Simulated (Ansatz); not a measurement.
# A computed series for Al: point defects

Take a 27-atom supercell of Al in the fcc (Cu type) structure (space group Fm-3m, No. 225; a = 4.0143 Å) at its relaxed geometry as the base.

One neutral defect a cell, atoms relaxed at fixed cell.

Method: PBEsol/PAW in Ansatz (an electronic-structure program), no SOC.

For the base:

* **Pressure**: 0.0 GPa

**Question.** The aim is a pressure between 3.5 GPa and 4.5 GPa. Which of these changes reaches it?
A. Li interstitial (started 1.74 Å from the nearest host atom)
B. Be on a Al site
C. Mg on a Al site

**Answer.** A, Li interstitial (started 1.74 Å from the nearest host atom). It gives 4.0 GPa; Mg on a Al site gives 0.9 GPa; Be on a Al site gives -1.3 GPa. Changes not listed may reach it too

The cell is small, so the values are those of an ordered compound at a high defect concentration; dilute-limit values will differ.
